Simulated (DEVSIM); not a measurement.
Device: Al/SiON/p-Ge capacitor, at 300 K.

Layer 1 from the left is SiON, thickness (nm) 16.0. Layer 2 from the left is Ge, thickness (nm) 3800, Na (cm⁻³) 2.5e16.

Metal gate on the left, work function 4.1 eV. Fixed charge at the semiconductor interface -1.1e10 cm⁻² (in units of +e); no interface traps.

The device is made up for the run: typed textbook-type constants, with dimensions and the other settings drawn at random. Values at 300 K.

SiON: gap (eV) 7, affinity (eV) 1.4, permittivity 5.5. Ge: gap (eV) 0.664, affinity (eV) 4, permittivity 16, Nc (cm⁻³) 1.04e19, Nv (cm⁻³) 6e18.

Q: Estimate by hand the flat-band voltage, the threshold voltage, and compare with a numerical solution.

A: 
- Flat-band voltage: C = 0.304 μF/cm², work-function difference -0.422 V; VFB = φms − qNf/C = -0.42 V; numerical -0.42 V.
- Threshold voltage: φF = 0.183 V, depletion charge √(4εqNφF) = 6.45e-8 C/cm²; VT = VFB + 2φF + Qd/C = 0.16 V; numerical 0.16 V.

Model (solved in DEVSIM): 1D Poisson equation in equilibrium, Boltzmann statistics, complete ionisation; no quantum confinement or tunnelling. Metal contacts follow the ideal Schottky-Mott rule: no Fermi-level pinning, no interface dipoles.
